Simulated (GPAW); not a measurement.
A self-consistent single point of CrO2 (P4_2/mnm, 6 atoms in the cell) with GPAW.

Method of the run: PBE+U, GPAW PAW datasets PBE (gpaw-data 1.0.1) (plane waves; GPAW).

```xyz
6
Lattice="4.3431 0.0000 0.0000 0.0000 4.3431 0.0000 0.0000 0.0000 2.8702" Properties=species:S:1:pos:R:3 pbc="T T T"
Cr     0.0000     0.0000     1.4351
Cr     2.1715     2.1715     0.0000
O      0.8567     0.8567     0.0000
O      3.4863     3.4863     0.0000
O      1.3148     3.0282     1.4351
O      3.0282     1.3148     1.4351
```
Moments meant for the start (each program seeds them in its own way; μB, in the order of the atoms Cr Cr O O O O): 3.0 3.0 0.0 0.0 0.0 0.0.

Reference input (self-consistent single point, DFT PBE, plane waves, GPAW PAW datasets PBE (gpaw-data 1.0.1)): spinpol = true; mode = pw; ecut = 900 eV; xc = PBE; kpts = 5 5 7; mesh shift (steps) = 0 0 0; occupations.name = fermi-dirac; occupations.width = 0.136 eV; nbands = -10; convergence.forces = 0.001 eV/Å; symmetry.symmorphic = false; symmetry.tolerance = 0.0005. This run's input differs from it in these lines:

```diff
@@ -21,2 +21,3 @@
             xc='PBE',
+            setups={'Cr': ':d,3.0'},
             kpts=(5, 5, 7),
```

Output (repeated stretches shortened):

```
     iter     time        total  log10-change:         magmom
                         energy   eigst   dens  force
iter:   1 --:--:--   -49.127782                          +5.9664
iter:   2 --:--:--   -48.589043   -0.91  -0.90           +4.5899
iter:   3 --:--:--   -46.374835   -0.85  -0.97           +3.9734
iter:   4 --:--:--   -46.415578   -2.04  -1.34           +4.0631
iter:   5 --:--:--   -46.327303   -1.63  -1.27           +4.0317
iter:   6 --:--:--   -46.377516   -2.63  -1.68           +4.0073
iter:   7 --:--:--   -46.275446   -2.18  -1.79           +4.0023
iter:   8 --:--:--   -46.274595   -2.99  -2.40           +4.0022
   [... lines left out ...]
iter:  30 --:--:--   -46.285601c  -6.09  -3.89           +4.0007
iter:  31 --:--:--   -46.285607c  -7.16  -4.00c          +4.0007
iter:  32 --:--:--   -46.285614c  -7.05  -4.13c          +4.0007
iter:  33 --:--:--   -46.285609c  -8.18c -4.20c          +4.0007
iter:  34 --:--:--   -46.285610c  -7.37  -4.21c          +4.0007
iter:  35 --:--:--   -46.285585c  -7.29  -4.29c          +4.0007
iter:  36 --:--:--   -46.285591c  -8.02c -4.30c -1.99    +4.0007
iter:  37 --:--:--   -46.285592c  -7.66c -4.41c -2.56    +4.0007
iter:  38 --:--:--   -46.285579c  -8.18c -4.54c -3.96c   +4.0007
Converged after 38 iterations.

Dipole moment: (0.000000, -0.000000, -0.000000) |e|*Ang

Total magnetic moment: (0.000000, 0.000000, 4.000735)
Local magnetic moments:
   0 Cr ( 0.000000,  0.000000,  2.341071)
   1 Cr ( 0.000000,  0.000000,  2.341071)
   2 O  ( 0.000000,  0.000000, -0.140252)
   3 O  ( 0.000000,  0.000000, -0.140252)
   4 O  ( 0.000000,  0.000000, -0.140252)
   5 O  ( 0.000000,  0.000000, -0.140252)

Energy contributions relative to reference atoms: (reference = -65328.164104)

Kinetic:        +23.937228
Potential:      -35.837143
External:        +0.000000
XC:             -35.956163
Entropy (-ST):   -0.065590
Local:           +1.603294
SIC:             +0.000000
--------------------------
Free energy:    -46.318374
Extrapolated:   -46.285579

Spin contamination: 0.871004 electrons
Showing only first 2 kpts
   [... lines left out ...]
Fermi level: 6.75069
No gap
   [... lines left out ...]
  0 Cr    0.00000   -0.00000    0.00000
  1 Cr    0.00000    0.00000    0.00000
  2 O     0.34504    0.34504    0.00000
  3 O    -0.34504   -0.34504    0.00000
  4 O    -0.34504    0.34504    0.00000
  5 O     0.34504   -0.34504    0.00000

Stress tensor:
    -0.189306     0.000000     0.000000
     0.000000    -0.189306     0.000000
     0.000000     0.000000    -0.235256
Stress (GPa, Voigt): [-30.3302 -30.3302 -37.6922   0.       0.       0.    ]
```

The run converged in 38 iterations. GPAW prints stress with tension positive. Against the reference run the largest force goes from 0.130 to 0.488 eV/Å and the size of the net moment stays at 0.67 μB/atom.

At such cutoffs GPAW's stress carries a finite-basis (Pulay) error, which enters relaxed cells too; its log prints stress with tension positive.

The starting cell comes from a database of computed structures (which also holds hypothetical and non-ambient phases and stackings), without a prior relaxation at this level. Its lattice was rescaled by a random factor within 2.5 % of one. The magnetic order is the one reached from the typed start; others were not searched systematically. With U or open f shells several self-consistent states can exist.

Cost on one core of a shared machine: roughly 2 min.
